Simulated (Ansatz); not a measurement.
Start from MoSi2 (space group I4/mmm, No. 139; relaxed with 0.1 eV smearing).

```
MoSi2
1.0
   -1.60839     1.60839     3.93729
    1.60839    -1.60839     3.93729
    1.60839     1.60839    -3.93729
Si Mo
2 1
Direct
  0.66492   0.66492   0.00000
  0.33508   0.33508   0.00000
  0.00000   0.00000   0.00000
```

Cartesian axes are those of the cell as printed.

The values are results of Kohn–Sham DFT with the PBE functional, run in Ansatz (a first-principles code) with PAW and 420 eV plane waves, without spin-orbit coupling, not measurements.

Strains are applied to the cell and any free atomic positions relax.

One change was made to it. Results:

```json
[
 {"quantity": "energy relative to the base (free energy F)", "base": "0 meV/atom", "after": "+12 meV/atom"},
 {"quantity": "shortest interatomic distance", "base": "259.7 pm", "after": "263.3 pm"}
]
```

**Question.** Which change produced these results?
A) uniaxial strain ε_zz = −1.50 %
B) uniaxial strain ε_zz = +3.00 %
C) uniaxial strain ε_zz = −2.00 %
D) uniaxial strain ε_zz = +2.50 %
E) uniaxial strain ε_zz = +2.00 %

**Answer.** D, uniaxial strain ε_zz = +2.50 %. For comparison, the energy relative to the base in the other runs: uniaxial strain ε_zz = +3.00 % gives +17 meV/atom; uniaxial strain ε_zz = −2.00 % gives +8.8 meV/atom; uniaxial strain ε_zz = +2.00 % gives +7.8 meV/atom; uniaxial strain ε_zz = −1.50 % gives +4.9 meV/atom.

Stability against distortions was not tested. All final runs are without spin polarisation.
